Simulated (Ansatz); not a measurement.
## Pressure series in SnTe

Start from SnTe in the rock salt structure (space group Fm-3m, No. 225; a = 6.4092 Å).

Cell and atoms are relaxed at each pressure.

The values are results of DFT with PBE, PAW potentials and a 420 eV plane-wave cutoff in Ansatz (a first-principles code), no spin-orbit coupling, not measurements.

Two rows of this table had their results exchanged by mistake.

| pressure | volume per atom (Å³) | shortest distance (Å) | band gap |
|---|---|---|---|
| pressure −2 GPa | 34.81 | 3.265 | 0.20 eV |
| pressure −1 GPa | 33.79 | 3.233 | 0.12 eV |
| pressure 15 GPa | 26.28 | 2.973 | zero |
| pressure 30 GPa | 23.26 | 2.855 | zero |
| pressure 50 GPa | 17.69 | 2.606 | zero |
| pressure 75 GPa | 18.98 | 2.668 | zero |
| pressure 100 GPa | 20.87 | 2.753 | zero |

Task: Which two?

Result: The rows for pressure 50 GPa and pressure 100 GPa: the volume has to fall steadily with pressure, so 20.87 Å³ belongs to pressure 50 GPa and 17.69 Å³ to pressure 100 GPa.

With Te present, leaving out spin-orbit coupling can change the band edges. Load acts through the strain it causes; cell and atoms are relaxed under it. No phonon test of stability was made. No other phases were tried under pressure. The final runs are not spin-polarised. A zero or small gap of SnTe can be the functional's error rather than a property of the material.
